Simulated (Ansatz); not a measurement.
The reference is BN in the zinc blende structure (space group F-43m, No. 216; a = 3.6051 Å).

Levels (all Ansatz, a program for electronic structure, PAW, earlier PAW set): PBEsol (420 eV, no SOC); r2SCAN (500 eV, without spin-orbit coupling); HSE06 (420 eV, no spin-orbit coupling); PBEsol+SOC (420 eV, noncollinear with spin-orbit coupling); HSE06+SOC (420 eV, spin-orbit coupling included).

One geometry, relaxed with PBEsol, under each level:

Notes on the quantities. hole mass: degenerate bands, along [100].

The valence-band top lists the three highest levels at Γ (Kramers pairs under SOC), from the VBM.

```json
[
 {"level": "PBEsol", "band gap": "4.29 eV", "lowest conduction level above the VBM at special points": "X 4.29 eV; K 6.78 eV; U 6.78 eV; Γ 8.80 eV", "valence-band top at Γ": "0.00, 0.00, 0.00 eV", "electron mass": "0.89 mₑ along k, 0.29 mₑ across (at X)", "hole mass": "0.52 mₑ (at Γ)", "pressure": "-0.01 GPa"},
 {"level": "r2SCAN", "band gap": "5.00 eV", "lowest conduction level above the VBM at special points": "X 5.00 eV; K 7.54 eV; U 7.54 eV; Γ 9.60 eV", "valence-band top at Γ": "–", "electron mass": "0.87 mₑ along k, 0.29 mₑ across (at X)", "hole mass": "0.48, 0.51, 0.51 mₑ (at Γ)", "pressure": "1.22 GPa"},
 {"level": "HSE06", "band gap": "5.79 eV", "lowest conduction level above the VBM at special points": "X 5.79 eV; K 8.40 eV; U 8.40 eV; Γ 10.61 eV", "valence-band top at Γ": "–", "electron mass": "–", "hole mass": "–", "pressure": "–"},
 {"level": "PBEsol+SOC", "band gap": "4.29 eV", "lowest conduction level above the VBM at special points": "X 4.29 eV; K 6.77 eV; U 6.77 eV; Γ 8.79 eV", "valence-band top at Γ": "0.00, 0.00, -0.02 eV", "electron mass": "0.89 mₑ along k, 0.29 mₑ across (at X)", "hole mass": "0.52 mₑ (at Γ)", "pressure": "-0.01 GPa"},
 {"level": "HSE06+SOC", "band gap": "5.79 eV", "lowest conduction level above the VBM at special points": "X 5.79 eV; K 8.39 eV; U 8.39 eV; Γ 10.59 eV", "valence-band top at Γ": "0.00, 0.00, -0.02 eV", "electron mass": "–", "hole mass": "–", "pressure": "–"}
]
```

Single points use the geometry relaxed with PBEsol. Their cutoffs differ, which shifts pressures a little. The hybrid gap comes from the SCF mesh plus the semilocal run's edge points and a few special points and is an upper bound. The spin-orbit shifts are approximate. Masses are band curvatures over ±0.01 Å⁻¹ around the edge. Along k means along the line from Γ to the band edge. Stability against distortions was not tested.
